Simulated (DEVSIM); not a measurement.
Device: abrupt Ge n-p junction, at 250 K.

Layer 1 from the left is Ge, thickness (μm) 0.0280, Nd (cm⁻³) 1.9e17, τn (s) 3.2e-5, τp (s) 3.2e-5. Layer 2 from the left is Ge, thickness (μm) 49.0, Na (cm⁻³) 3.9e14, τn (s) 3.2e-5, τp (s) 3.2e-5.

Left contact: ohmic. Right contact: ohmic. Voltage is applied to the left contact. Recombination: SRH at mid-gap, Auger. Mobility is constant in doping.

Constants are typed, rounded textbook-type inputs, not results; the design itself was drawn at random and stands for no fabricated device. Values at 300 K; Nc and Nv go as T^1.5, mobilities as T to minus their exponent, the gap by Varshni's rule with the affinity fixed.

Ge: gap (eV) 0.664, affinity (eV) 4, permittivity 16, Nc (cm⁻³) 1.04e19, Nv (cm⁻³) 6e18, μn (cm²/Vs) 3900, μp (cm²/Vs) 1900, T exponent of μn 1.66, T exponent of μp 2.33, Cn (cm⁶/s) 1e-31, Cp (cm⁶/s) 1e-31, Varshni α (eV/K) 0.000477, Varshni β (K) 235.

**Question.** Estimate by hand the built-in potential, the peak field at zero bias, and compare with a numerical solution.

**Answer.** 
- Built-in potential: ni = √(Nc Nv) exp(−Eg/2kT) = 7.88e11 cm⁻³ with Eg = 0.683 eV; Vbi = kT/q ln(Na Nd/ni²) = 0.401 V; numerical 0.401 V.
- Peak field at zero bias: depletion approximation: W = √(2εVbi/(qN)) = 1.35 μm with N = 3.89e14 cm⁻³; field = 2Vbi/W = 5940 V/cm; numerical 19100 V/cm (estimate below by 69 %).

DEVSIM, 1D drift-diffusion, Boltzmann statistics, complete ionisation; no tunnelling, impact ionisation, image-force lowering or self-heating.
